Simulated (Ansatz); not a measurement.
The parent structure is Al in the fcc (Cu type) structure (space group Fm-3m, No. 225; a = 3.984 Å; relaxed with 0.1 eV smearing). Axes: x, y, z lie along the cube axes.

All numbers come from LDA (Ansatz, a first-principles code), without spin-orbit coupling.

Strains are applied to the cell and any free atomic positions relax; under biaxial strain the out-of-plane vector relaxes too.

One change was made to it. Results:

| quantity | base | after |
|---|---|---|
| volume per atom | 15.81 Å³ | 15.54 Å³ |
| energy relative to the base (free energy F) | 0 meV/atom | +3.7 meV/atom |

Which change produced these results?
A. biaxial strain −1.67 %, plane normal [111], relaxed out of plane
B. biaxial strain −2.50 %, plane normal [111], relaxed out of plane
C. biaxial strain +1.67 %, plane normal [111], relaxed out of plane
D. biaxial strain −0.83 %, plane normal [111], relaxed out of plane

A, biaxial strain −1.67 %, plane normal [111], relaxed out of plane. For comparison, the volume per atom in the other runs: biaxial strain −2.50 %, plane normal [111], relaxed out of plane gives 15.38 Å³; biaxial strain +1.67 %, plane normal [111], relaxed out of plane gives 16.07 Å³; biaxial strain −0.83 %, plane normal [111], relaxed out of plane gives 15.68 Å³.

Whether these cells are dynamically stable was not tested.
